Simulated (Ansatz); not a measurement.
Si (C2/m, No. 12, 8 atoms in the cell; start mp-1079297; another form than the element's usual one), treated with r²SCAN+rVV10 (Ansatz, a first-principles code, plane waves, PAW).

The run printed, among other lines:

```
Crystal: 8 atoms, lattice volume = 166.713 Å³
Basis set: ecut = 560 eV, 5033 PW (Γ), exchange–correlation on 180×180×150 points (27 copies of the dense FFT grid, shifted against one another)
Bands: 24, of which v1, the nominal top of the filled ones, is band 16 counted from 1 (15 counted from 0)
Symmetry: 4 space group operations
Space group: C2/m (ITA 12), of the structure as read, at distance tolerance 5.5e-5 Å
k-points: 172 of 600
Functional: x = r2scan, c = r2scan + rvv10(b = 11.95, C = 0.0093); τ floored in thin density (d = 2e-4 eV/Å³)
SCF iter   1: F=—  HF=-5108.048864 eV  |F-HF|=—  |Δ(HF+E_count)|=         —  Δρ=3.92e-3  dr2=2.95e-2  dr2_τ=4.88e-2
SCF iter   2: F=—  HF=-5108.116105 eV  |F-HF|=—  |Δ(HF+E_count)|=   6.72e-2  Δρ=2.57e-3  dr2=1.14e-2  dr2_τ=3.51e-5
  ...
SCF iter   6: F=—  HF=-5108.113901 eV  |F-HF|=—  |Δ(HF+E_count)|=   2.38e-5  Δρ=2.72e-6  dr2=1.69e-8  dr2_τ=2.33e-10
SCF iter   7: F=-5108.113901 eV  HF=-5108.113901 eV  |F-HF|=2.06e-10  |Δ(HF+E_count)|=   7.21e-9  Δρ=4.63e-7  dr2=4.34e-10  dr2_τ=8.42e-12
SCF 1 converged in 7 iterations: F = -5108.113901 eV  dr2 = 4.34e-10
SCF converged after 7 iterations
Free energy (F): -5108.113901 eV
Internal energy: -5108.113901 eV  (E = F + TS)
E sigma→0 (E₀):  -5108.113901 eV
Fermi energy:    6.132543 eV
--- Forces (eV/Å), atoms counted from 1 ---
  atom   1  Si    -0.00091750     0.00000000     0.00045259
  atom   2  Si     0.00091750    -0.00000000    -0.00045259
  atom   3  Si    -0.00024576     0.00000000    -0.00046532
  atom   4  Si     0.00024576    -0.00000000     0.00046532
  atom   5  Si     0.00074561     0.00000000    -0.00151359
  atom   6  Si    -0.00074561    -0.00000000     0.00151359
  atom   7  Si     0.00144361     0.00000000    -0.00122904
  atom   8  Si    -0.00144361    -0.00000000     0.00122904
--- Stress (GPa, compression-positive) ---
        0.002587       0.000000      -0.001614
        0.000000      -0.001858       0.000000
       -0.001614       0.000000       0.013627
  P = ⅓ Tr σ = 0.0048 GPa (0.048 kbar)
```

Task: Write an input file that could have produced this run (the log leaves some choices open).

Result: Several could match; the one computed here: 
Ansatz 0.2 input:
```yaml
crystal:
  lattice:
    - [6.9046657707, -1.9201400327, 0.0008769023]
    - [6.9046657707, 1.9201400327, 0.0008769023]
    - [-0.7450335267, 0.0, 6.2872032987]
  atoms:
    - { symbol: Si, position: [0.0554104278, 0.0554104278, 0.873867859] }
    - { symbol: Si, position: [0.9445895722, 0.9445895722, 0.126132141] }
    - { symbol: Si, position: [0.5588702514, 0.5588702514, 0.6533446614] }
    - { symbol: Si, position: [0.4411297486, 0.4411297486, 0.3466553386] }
    - { symbol: Si, position: [0.2126235971, 0.2126235971, 0.0574690425] }
    - { symbol: Si, position: [0.7873764029, 0.7873764029, 0.9425309575] }
    - { symbol: Si, position: [0.7270801477, 0.7270801477, 0.58553444] }
    - { symbol: Si, position: [0.2729198523, 0.2729198523, 0.41446556] }
basis:
  ecutwfc: 560
  ecutrho_ratio: 4
  xc_grid: 3
kpoints:
  mp_grid: { grid: [10, 10, 6] }
  band_path:
    path:
      - [0.0, 0.0, 0.0]
      - [-0.033701, 0.033701, 0.0]
      - [-0.067401, 0.067401, 0.0]
      - [-0.101102, 0.101102, 0.0]
      - [-0.134802, 0.134802, 0.0]
      - [-0.168503, 0.168503, 0.0]
      - [-0.202204, 0.202204, 0.0]
      - [-0.235904, 0.235904, 0.0]
      - [-0.269605, 0.269605, 0.0]
      - [-0.730395, -0.269605, 0.0]
      - [-0.697482, -0.302518, 0.0]
      - [-0.664568, -0.335432, 0.0]
      - [-0.631654, -0.368346, 0.0]
      - [-0.598741, -0.401259, 0.0]
      - [-0.565827, -0.434173, 0.0]
      - [-0.532914, -0.467086, 0.0]
      - [-0.5, -0.5, 0.0]
      - [-0.375, -0.375, 0.0]
      - [-0.25, -0.25, 0.0]
      - [-0.125, -0.125, 0.0]
      - [-0.083333, -0.083333, 0.083333]
      - [-0.166667, -0.166667, 0.166667]
      - [-0.25, -0.25, 0.25]
      - [-0.333333, -0.333333, 0.333333]
      - [-0.416667, -0.416667, 0.416667]
      - [-0.5, -0.5, 0.5]
      - [-0.533632, -0.466368, 0.5]
      - [-0.567263, -0.432737, 0.5]
      - [-0.600895, -0.399105, 0.5]
      - [-0.634527, -0.365473, 0.5]
      - [-0.668158, -0.331842, 0.5]
      - [-0.70179, -0.29821, 0.5]
      - [-0.735422, -0.264578, 0.5]
      - [-0.264578, 0.264578, 0.5]
      - [-0.231506, 0.231506, 0.5]
      - [-0.198434, 0.198434, 0.5]
      - [-0.165361, 0.165361, 0.5]
      - [-0.132289, 0.132289, 0.5]
      - [-0.099217, 0.099217, 0.5]
      - [-0.066145, 0.066145, 0.5]
      - [-0.033072, 0.033072, 0.5]
      - [0.0, 0.0, 0.5]
      - [0.0, 0.0, 0.375]
      - [0.0, 0.0, 0.25]
      - [0.0, 0.0, 0.125]
      - [-0.5, 0.0, 0.5]
      - [-0.444444, 0.0, 0.444444]
      - [-0.388889, 0.0, 0.388889]
      - [-0.333333, 0.0, 0.333333]
      - [-0.277778, 0.0, 0.277778]
      - [-0.222222, 0.0, 0.222222]
      - [-0.166667, 0.0, 0.166667]
      - [-0.111111, 0.0, 0.111111]
      - [-0.055556, 0.0, 0.055556]
      - [-0.0625, 0.0, 0.0]
      - [-0.125, 0.0, 0.0]
      - [-0.1875, 0.0, 0.0]
      - [-0.25, 0.0, 0.0]
      - [-0.3125, 0.0, 0.0]
      - [-0.375, 0.0, 0.0]
      - [-0.4375, 0.0, 0.0]
      - [-0.5, 0.0, 0.0]
    npoints: 1
hamiltonian:
  xc: r2scan
  dispersion: rvv10
  pseudopotentials: { kind: paw }
scf:
  occupations: { method: fermi_dirac, width: 0.01 }
  convergence: { dr2_threshold: 0.0000000008 }
output:
  forces: true
  stress: true
  eigenvalues: true
  write_bands: true
```

The PAW data were made under PBE.

A start named mp-… is a Materials Project structure, which need not be a measured phase.
